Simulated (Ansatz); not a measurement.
## Be under a change: biaxial strain −1.00 %, plane normal [001], relaxed out of plane

Take Be in the hcp (Mg type) structure (space group P6_3/mmc, No. 194; a = 2.255 Å, c = 3.558 Å; relaxed with 0.1 eV smearing) as the base. Axes: x lies along a and z along c of the hexagonal cell.

Now apply this change: compressive biaxial strain of 1.00 % in the plane normal to [001], as in epitaxy on a mismatched substrate; the out-of-plane cell vector and the atoms relax.

All numbers come from plane-wave PAW DFT at the PBEsol level (Ansatz, a quantum-chemistry and plane-wave program, 420 eV), no SOC. Settings: 29×29×16 k-points, 0.1 eV Fermi–Dirac smearing.

The space group remains P6_3/mmc (No. 194) and the shortest interatomic distance decreases by 0.0135 bohr to 4.153 bohr. The band gap stays zero and the out-of-plane strain amounts to +0.04 %. The mean in-plane stress (compression positive) is +3.6 GPa.

Stability against distortions was not tested.
